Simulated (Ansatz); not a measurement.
AlAs under load (space group F-43m), PBE with spin-orbit coupling, rigid bands run with Ansatz (an electronic-structure program). Condition of this run: hydrostatic pressure of -2.4 GPa (compression positive) (the target of the relaxation). Band gap 1.42 eV, N_c = 1.92e19 cm⁻³ and N_v = 2.47e19 cm⁻³ at 300 K, conductivity masses of 0.344 mₑ (electrons) and 0.608 mₑ (holes). Take k_BT = 0.02585 eV.

### Question
Find the intrinsic carrier density and the intrinsic Fermi level.

### Answer
n_i = √(N_c N_v) exp(−E_g/2k_BT) = 2.18e19 × exp(−27.46) = 2.6e7 cm⁻³. The level lies (k_BT/2) ln(N_v/N_c) = 3 meV from mid-gap (positive towards the conduction band). Each 0.1 eV added to the gap lowers n_i by a factor of 6.9.

### Question
What built-in voltage has an abrupt junction with N_A = 1e16 and N_D = 1e17 cm⁻³, all dopants ionised?

### Answer
V_bi = E_g/e − (k_BT/e) ln(N_c N_v/(N_A N_D)) = 1.42 − 0.02585 × 13.07 = 1.08 V, for the computed gap.

### Question
A film of it is 3 nm thick. Estimate the confinement energies in an infinite well.

### Answer
ħ²π²/(2m t²) = 0.376 eV·nm²/(m/mₑ × t²) gives 121 meV for electrons and 68.7 meV for holes, so the gap would widen to about 1.61 eV. Finite barriers and nonparabolic bands lower this, and with several valleys or bands the heaviest mass along the normal sets the lowest level, not this average.

Rigid bands with the computed gap; masses take one relaxation time for all states. Geometry: cell and atoms relaxed with PBEsol.
